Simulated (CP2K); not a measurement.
CP2K run on BiSb (P1, 2 atoms in the cell): self-consistent single point.

Method: LDA (Pade form), GPW, DZVP-MOLOPT-SR-GTH basis, GTH-PADE potentials (GTH_POTENTIALS) in CP2K.

```
BiSb
1.0
    4.73396     0.00000     0.00000
    2.63998     3.92948     0.00000
    2.63998     1.40681     3.66902
Sb Bi
1 1
Direct
  0.75034   0.79988   0.77507
  0.24965   0.20011   0.22492
```

Reference input (self-consistent single point, DFT LDA (Pade form), GPW, DZVP-MOLOPT-SR-GTH basis, GTH-PADE potentials (GTH_POTENTIALS)): CUTOFF = 400 Ry; REL_CUTOFF = 50 Ry; SMEAR/METHOD = GAUSSIAN; SIGMA = 0.272 eV; KPOINTS/SCHEME = MONKHORST-PACK 6 6 6; GAMMA_CENTERED = T; XC_FUNCTIONAL = PADE; Sb/BASIS_SET = DZVP-MOLOPT-SR-GTH; Sb/POTENTIAL = GTH-PADE-q5; Bi/BASIS_SET = DZVP-MOLOPT-SR-GTH; Bi/POTENTIAL = GTH-PADE-q5; METHOD = GPW. This run's input differs from it in these lines:

```diff
@@ -40,4 +40,3 @@
     &KPOINTS
-      SCHEME MONKHORST-PACK 6 6 6
-      GAMMA_CENTERED T
+      SCHEME MONKHORST-PACK 5 5 5
     &END KPOINTS
```

Output (repeated stretches shortened):

```
 SCF WAVEFUNCTION OPTIMIZATION

  Step     Update method      Time    Convergence         Total energy    Change
     1 NoMix/Diag. 0.30E+00      -     0.35809955       -11.2615462202 -1.13E+01
     2 Broy./Diag. 0.30E+00      -     0.00879571       -11.2928496021 -3.13E-02
     3 Broy./Diag. 0.30E+00      -     0.02173027       -11.2359196206  5.69E-02
     4 Broy./Diag. 0.30E+00      -     0.00441307       -11.2239433943  1.20E-02
     5 Broy./Diag. 0.30E+00      -     0.00135525       -11.2180484586  5.89E-03
     6 Broy./Diag. 0.30E+00      -     0.00029056       -11.2151719675  2.88E-03
     7 Broy./Diag. 0.30E+00      -     0.00003319       -11.2148874445  2.85E-04
     8 Broy./Diag. 0.30E+00      -     0.00003943       -11.2152102569 -3.23E-04
     9 Broy./Diag. 0.30E+00      -     0.00000222       -11.2152429893 -3.27E-05
    10 Broy./Diag. 0.30E+00      -     0.00000450       -11.2152655425 -2.26E-05
    11 Broy./Diag. 0.30E+00      -     0.00000051       -11.2152650202  5.22E-07
  *** SCF run converged in    11 steps ***

  Overlap energy of the core charge distribution:               0.00000000362369
  Self energy of the core charge distribution:                -23.60997872039392
  Core Hamiltonian energy:                                      4.65924202352146
  Hartree energy:                                              10.47057710986695
  Exchange-correlation energy:                                 -2.73478270609169
  Smearing free energy correction:                             -0.00032273080130
  Fermi energy:                                                 0.14901809931152

  Total energy:                                               -11.21526502019107
  Total energy (extrapolated to sigma->0):                    -11.21510365479042

   [... lines left out ...]

 STRESS| Analytical stress tensor [bar]
 STRESS|                        x                   y                   z
 STRESS|      x       -2.35766581270E+04   1.04656346858E+04  -1.16220587693E+04
 STRESS|      y        1.04656346858E+04   2.83126227299E+04   3.16684677866E+04
 STRESS|      z       -1.16220587693E+04   3.16684677866E+04   2.52577815630E+03
 STRESS| 1/3 Trace                                             2.42058091976E+03
```

The run converged in 11 iterations. Against the reference run the free energy falls by 14.8 meV/atom, the pressure goes from 0.38 to 0.24 GPa and the largest force goes from 1.476 to 1.419 eV/Å.

The starting cell comes from a database of computed structures (which also holds hypothetical and non-ambient phases and stackings), without a prior relaxation at this level. Its atoms were displaced at random from the sites of space group no. 160. Values carry the incompleteness of an atom-centred basis. Forces in this geometry exceed 1 eV/Å. The run gives no clean gap (levels at the Fermi energy touch, overlap or are partly filled at this smearing), which alone does not show that the compound is a metal.
